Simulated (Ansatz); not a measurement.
**Hypothetical cubic perovskite NaZnCl3 under a change: tensor shear ε_yz = −3.75 %**

Consider NaZnCl$_{3}$ in the cubic perovskite structure (space group Pm-3m, No. 221; a = 4.859 Å; a hypothetical phase, not in the database extracts checked). Axes: x, y, z lie along the cube axes.

Perturbation: tensor shear ε_yz = −3.75 % (engineering shear γ = -0.0750), atoms relaxed at fixed cell.

Method: plane-wave PAW DFT at the r2SCAN level (Ansatz, a quantum-chemistry and plane-wave program, 500 eV), no spin-orbit coupling. Settings: 7×7×7 k-points, 0.05 eV Fermi–Dirac smearing.

```json
[
 {"quantity": "volume per atom", "base": "22.94 Å³", "changed": "22.91 Å³", "shift": "-0.03 Å³"},
 {"quantity": "space group", "base": "Pm-3m (No. 221)", "changed": "Cmmm (No. 65)", "shift": "–"},
 {"quantity": "shortest interatomic distance", "base": "2.429 Å", "changed": "2.429 Å", "shift": "0.000 Å"},
 {"quantity": "energy relative to the base (free energy F)", "base": "0 meV/atom", "changed": "+7.7 meV/atom", "shift": "+7.7 meV/atom"},
 {"quantity": "pressure (mean of the normal stresses, compression positive)", "base": "0.01 GPa", "changed": "0.10 GPa", "shift": "+0.09 GPa"},
 {"quantity": "band gap", "base": "2.34 eV", "changed": "2.10 eV", "shift": "-0.24 eV"},
 {"quantity": "gap character", "base": "–", "changed": "indirect, T → Γ", "shift": "–"},
 {"quantity": "smallest direct gap", "base": "2.95 eV", "changed": "2.64 eV", "shift": "-0.31 eV"},
 {"quantity": "stress (xx, yy, zz, yz, xz, xy; compression positive)", "base": "–", "changed": "(0.01, 0.14, 0.14, 1.45, 0.00, 0.00) GPa", "shift": "–"}
]
```

Final structure:

```
CELL_PARAMETERS angstrom
      4.85896     0.00000     0.00000
      0.00000     4.85896    -0.18221
      0.00000    -0.18221     4.85896
ATOMIC_POSITIONS crystal
  Na 0.00000 0.00000 0.00000
  Zn 0.50000 0.50000 0.50000
  Cl 0.00000 0.50000 0.50000
  Cl 0.50000 0.50000 0.00000
  Cl 0.50000 0.00000 0.50000
```

Cost of the whole job for the changed cell (relaxation, final SCF and bands): roughly 50 core-seconds.

The cells carry an imposed strain or load. Whether these cells are dynamically stable was not tested. Many cubic perovskites are stable only at high temperature; tilts and polar distortions were not tested. Labels are those of the standard path for the cell's own space group.
